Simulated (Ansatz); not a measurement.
OH on the 1x1 (111) surface of fcc Ag, one in a 2x2 cell, energies for each (29.8 Å²). Energies are against H2O(g) − ½ H2(g), without zero-point or thermal terms; each row is named by its start.

All values below come from PBE (plane waves to 420 eV, PAW; Ansatz, an electronic-structure program).

Model: 18-atom slab, 7.1 Å thick at the start under the adsorbate (thin: gaps and levels are the slab's own), 6x6x1 mesh, Fermi-Dirac 0.1 eV, dipole correction, 8 atoms held, the rest relaxed; each run with such symmetry as its start has; spin-polarised, no spin-orbit, no U, no dispersion correction.

A negative adsorption energy means that the adsorbate is more stable on the surface than in its reference. Starts that drift may end in the same place. Heights count from the host atoms within 0.3 Å of the top one.

```tsv
starting site	E_ads (eV)	height (Å)	nearest host atom (Å)	bonded to	Δ work function (eV)	lateral drift (Å)	moment (μB)
top Ag	0.70	1.53	Ag 2.30	3 Ag	-0.54	1.7	0.0
hollow Ag-Ag-Ag over Ag at depth 2.4 Å	0.73	1.54	Ag 2.31	3 Ag	-0.48	0.0	0.0
hollow Ag-Ag-Ag over Ag at depth 4.7 Å	0.70	1.53	Ag 2.30	3 Ag	-0.54	0.0	0.0
bridge Ag-Ag (span 2.9 Å)	0.73	1.54	Ag 2.31	3 Ag	-0.48	0.8	0.0
```
